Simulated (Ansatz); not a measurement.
Base system: SiO₂ (space group P4_12_12, No. 92; a = 5.085 Å, c = 7.100 Å).

Structures relaxed with Ansatz (an electronic-structure program), PBE, PAW, cutoff 420 eV, no SOC.

Base:

Simulated powder pattern, Co Kα, λ = 1.79026 Å (kinematic, ideal powder, no thermal factors, no anomalous dispersion; the 8 strongest lines at most, above 2 %, up to 2θ = 90°):

```tsv
2θ (°)	I/Imax (%)	hkl
25.01	100	(101)
32.41	7.5	(111)
35.82	9.2	(102)
41.23	13	(200)
41.51	5.5	(112)
53.85	5.0	(113)
55.74	5.4	(212)
65.77	5.4	(301)
```

Modification: cell and atoms relaxed at a pressure of 9 GPa.

After the change:

Simulated powder pattern, Co Kα, λ = 1.79026 Å (kinematic, ideal powder, no thermal factors, no anomalous dispersion; the 8 strongest lines at most, above 2 %, up to 2θ = 90°):

```json
[
 {"2θ (°)": "27.72", "d (Å)": "3.736", "I/Imax (%)": "100", "hkl": "(101)"},
 {"2θ (°)": "35.74", "d (Å)": "2.917", "I/Imax (%)": "21", "hkl": "(111)"},
 {"2θ (°)": "40.40", "d (Å)": "2.592", "I/Imax (%)": "36", "hkl": "(102)"},
 {"2θ (°)": "45.11", "d (Å)": "2.334", "I/Imax (%)": "33", "hkl": "(200)"},
 {"2θ (°)": "53.77", "d (Å)": "1.979", "I/Imax (%)": "9.2", "hkl": "(211)"},
 {"2θ (°)": "61.20", "d (Å)": "1.759", "I/Imax (%)": "8.1", "hkl": "(113)"},
 {"2θ (°)": "77.10", "d (Å)": "1.436", "I/Imax (%)": "7.1", "hkl": "(311)"},
 {"2θ (°)": "80.03", "d (Å)": "1.392", "I/Imax (%)": "18", "hkl": "(302)"}
]
```

The indices refer to the base's conventional cell; one index is shown for lines that coincide.

Load acts through the strain it causes; cell and atoms are relaxed under it. Stability against distortions was not tested. No other phases were tried under pressure.
